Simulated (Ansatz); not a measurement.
A 32-atom cell of (Ge,Sn) started in the diamond structure, site fractions Ge 0.750, Sn 0.250, short-range order 0.00 among the nearest mixed sites of the first mixed sublattice (0 is random, a negative value favours unlike neighbours), space group P1 at the end. The mixed sublattice has 32 sites.

The mixing enthalpy is taken against the end members in the diamond type, relaxed in the same cell and mesh.

These are PBE (plane waves to 420 eV, PAW; Ansatz, a first-principles code) values and carry that method's errors. Spin–orbit coupling is left out. Its k-point mesh 3×3×3, Fermi–Dirac width 0.01 eV.

```csv
cell,energy at zero smearing (eV)
Ge,-137439.454
Sn,-192774.776
SnGe3,-151272.103
```

Task: Work out the mixing enthalpy per mixed site and the interaction parameter Ω of a regular solution.

Result: With x = 8/32 of the second end member, ΔH = [-151272.103 − 24/32 × (-137439.454) − 8/32 × (-192774.776)] / 32 = 36.9 meV against the separate end members. Ω = ΔH / x(1 − x) = 197 meV, which puts the top of the miscibility gap of this model at Ω / 2k = 1140 K.
